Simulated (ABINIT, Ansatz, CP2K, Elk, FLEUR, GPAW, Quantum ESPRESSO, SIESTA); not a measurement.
## Code comparison for ZnSe (F-43m, 2 atoms in the cell)

Self-consistent single point.

```
ZnSe
1.0
    0.00000     2.82027     2.82027
    2.82027     0.00000     2.82027
    2.82027     2.82027     0.00000
Zn Se
1 1
Direct
  0.00000   0.00000   0.00000
  0.75000   0.75000   0.75000
```

All programs got the same cell, k-point mesh and kind of occupations (in Ansatz's words: kpoints.mp_grid.grid = 10 10 10; scf.occupations.method = fermi_dirac; scf.occupations.width = 0.02 eV); potentials, basis and cutoffs are each program's usual ones.

```json
[
 {"code": "ABINIT", "model": "PBE, PAW (JTH v2.0 PBE PAW)", "pressure (GPa)": "3.08", "gap on the mesh (eV)": "1.351", "k-points": "47", "cutoff": "30 Ha"},
 {"code": "Elk", "model": "PBE, all-electron FP-LAPW, Elk's shipped species files, default APW+lo basis", "pressure (GPa)": "–", "gap on the mesh (eV)": "1.288", "k-points": "73", "cutoff": "default"},
 {"code": "Quantum ESPRESSO", "model": "PBE, PSlibrary ultrasoft (PBE) pseudopotentials", "pressure (GPa)": "2.56", "gap on the mesh (eV)": "1.344", "k-points": "47", "cutoff": "50 Ry"},
 {"code": "CP2K", "model": "PBE, GPW, DZVP-MOLOPT-SR-GTH basis, GTH-PBE potentials (GTH_POTENTIALS)", "pressure (GPa)": "3.91", "gap on the mesh (eV)": "1.363", "k-points": "504", "cutoff": "grid 600 Ry"},
 {"code": "FLEUR", "model": "PBE, all-electron FLAPW (FLEUR), scalar-relativistic valence", "pressure (GPa)": "–", "gap on the mesh (eV)": "1.350", "k-points": "47", "cutoff": "Kmax 3.8 1/bohr"},
 {"code": "Ansatz", "model": "PBE, default PAW files", "pressure (GPa)": "3.03", "gap on the mesh (eV)": "1.346", "k-points": "47", "cutoff": "default"},
 {"code": "GPAW", "model": "PBE, GPAW PAW datasets PBE (gpaw-data 1.0.1)", "pressure (GPa)": "3.08", "gap on the mesh (eV)": "1.357", "k-points": "47", "cutoff": "850 eV"},
 {"code": "SIESTA", "model": "GGA PBE, numerical atomic orbitals DZP, PseudoDojo PBE standard norm-conserving potentials (rewritten from UPF to PSML)", "pressure (GPa)": "3.64", "gap on the mesh (eV)": "1.557", "k-points": "560", "cutoff": "grid 350 Ry"}
]
```

A dash marks a value that a program does not give, or that is left out as unsure.

Gaps are read on the mesh.

The spread over the programs that give each value: pressure within 1.35 GPa; gap on the mesh within 0.269 eV.

The starting cell comes from a database of computed structures (which also holds hypothetical and non-ambient phases and stackings), without a prior relaxation at this level. Its lattice was rescaled by a random factor within 2.5 % of one. On Ansatz's run: In the base run, with a pressure of about 3 GPa the cell is away from its equilibrium volume at this level.

Task: Why do the programs differ, and what cannot be compared?

Result: Differences of this kind can come from the potentials, where these differ, and from what each basis and cutoff leave unconverged. The valence holds different numbers of electrons (ABINIT 18, Quantum ESPRESSO 18, CP2K 18, FLEUR 28, Ansatz (a quantum-chemistry and plane-wave program) 28, GPAW 18, SIESTA 36). The zero of total energies and Fermi levels follows the potentials and each program's conventions, so they are not compared here. CP2K and SIESTA use small atom-centred bases, whose incompleteness enters pressures, forces and empty levels differently from a plane-wave cutoff. Elk and FLEUR treat all electrons, but the usual bases taken here (sphere radii, linearisation, local orbitals, empty states) were not tested for convergence, so the values are no reference for the others. Ansatz's pressure is given at a fixed set of plane waves, as the other plane-wave codes print theirs; with its correction for the finite basis it is 3.08 GPa. The programs reduce the same mesh by symmetry to different extents, which changes the work and not the result. In the gap, SIESTA (by 0.209) lies more than 0.12 eV from the median of the plane-wave programs.

Keys are those of Ansatz 0.2.
